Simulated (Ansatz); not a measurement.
Start from Hf in the hcp (Mg type) structure (space group P6_3/mmc, No. 194; a = 3.1580 Å, c = 5.0044 Å; relaxed with 0.1 eV smearing). Axes: x lies along a and z along c of the hexagonal cell.

Method: PBEsol, PAW, 420 eV (Ansatz, a program for electronic structure; no spin-orbit coupling), earlier PAW set.

For the base:

Shortest interatomic distance: 3.096 Å
Pressure: 0.0 GPa

It is then changed as follows: uniaxial strain ε_xx = −1.43 %, all other strain components held at zero, atoms relaxed at fixed cell.

### Question
Predict the new energy relative to the base.

### Answer
The energy increases by 2.6 meV/atom.

### Question
What happens to the shortest interatomic distance?

### Answer
The shortest interatomic distance shrinks by 0.013 Å to 3.083 Å.

### Question
Predict the new largest internal atomic displacement.

### Answer
The largest internal atomic displacement amounts to 0.011 Å.

### Question
What does the calculation give for the pressure after the change?

### Answer
The pressure (mean of the normal stresses, compression positive) goes from zero to 1.6 GPa.

Stability against distortions was not tested. All final runs are without spin polarisation.
